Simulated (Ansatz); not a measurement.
Electron-phonon data for TaH2 (Fm-3m)

```
CELL_PARAMETERS angstrom
      0.00000     2.24714     2.24714
      2.24714     0.00000     2.24714
      2.24714     2.24714     0.00000
ATOMIC_POSITIONS crystal
  Ta 0.00000 0.00000 0.00000
  H  0.75000 0.75000 0.75000
  H  0.25000 0.25000 0.25000
```

Calculation: PBEsol, DFPT electron-phonon coupling, linearised Boltzmann equation (plane waves, PAW, scalar-relativistic; Ansatz, a first-principles code). Geometry: relaxed with this functional, without spin-orbit coupling.

```yaml
resistivity at 300 K: 18.1 μΩ·cm
electron mean free path at 300 K (weighted by the current that each state carries): 4.7 nm
electron-phonon coupling λ: 0.73
transport coupling λ_tr: 0.73
logarithmic_mean_phonon_energy: 15.0 meV
density of states at the Fermi level: 0.51 states/(eV·spin·cell)
drude_plasma_energy: 6.5 eV
Hall coefficient at 300 K: -21 ×10⁻¹¹ m³/C
```

A metal at this level (no band gap). Only scattering by harmonic phonons is included (no impurities, grain boundaries, electron-electron scattering or thermal expansion). Spin-orbit coupling is left out, which matters with elements this heavy. Halving the electron mesh (32x32x32) moves the resistivity by up to 3 % at 300 K, the mean free path by up to 3 %, the coupling by up to 5 %. Smearing 0.20 eV; phonons on a 5x5x5 q mesh, which this run doesn't test and which matters most at low temperature.

Computed structure, not matched to a measured one here, so possibly hypothetical: TaH2 (Fm-3m).
